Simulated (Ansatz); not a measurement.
**SrTiO3: pressure series**

Take SrTiO3 in the cubic perovskite structure (space group Pm-3m, No. 221) as the base.

SrTiO3 is modelled in the cubic space group Pm-3m (No. 221), the cubic perovskite structure, Pearson symbol cP5. Cell: a = b = c = 3.891 Å, α = β = γ = 90.00°. Sr on 1a sees 12 O at 2.751 Å (cuboctahedral). Ti on 1b is surrounded by 6 O at 1.946 Å (octahedral). O on 3c has 2 Ti at 1.946 Å and 4 Sr at 2.751 Å (octahedral). (Neighbours: up to the widest gap in distance over summed covalent radii, below 1.35, at either atom; cation-cation and far metal-metal contacts left out.)

Cell and atoms are relaxed at each pressure.

Level of theory: PBEsol (Ansatz, an electronic-structure program), no spin-orbit coupling.

| P (GPa) | V (Å³/atom) |
|---|---|
| -2.00 | 11.913 |
| -1.00 | 11.847 |
| 0.29 | 11.765 |
| 0.69 | 11.740 |
| 1.50 | 11.690 |
| 3.00 | 11.601 |
| 5.00 | 11.487 |
| 7.50 | 11.353 |
| 10.00 | 11.226 |

Problem. Fit a third-order Birch–Murnaghan equation of state.

Solution. Least squares on P(V) = (3B₀/2)[(V₀/V)^(7/3) − (V₀/V)^(5/3)]·[1 + (3/4)(B₀′ − 4)((V₀/V)^(2/3) − 1)] gives V₀ = 11.78 Å³/atom, B₀ = 186 GPa and B₀′ = 4.4.

Measured bulk modulus of SrTiO3: 172.1 GPa (room temperature; as listed in Mael Guennou et al., Physical Review B (2010)); the computed value is for a static lattice, so the two differ by thermal effects too.

Between the base and pressure 10 GPa the gap moves from 1.85 eV to 1.94 eV, a mean slope of 8.4 meV/GPa.

Load acts through the strain it causes; cell and atoms are relaxed under it. Stability against distortions was not tested. Competing high-pressure phases were not computed. The final runs are not spin-polarised. Many cubic perovskites are stable only at high temperature; tilts and polar distortions were not tested.
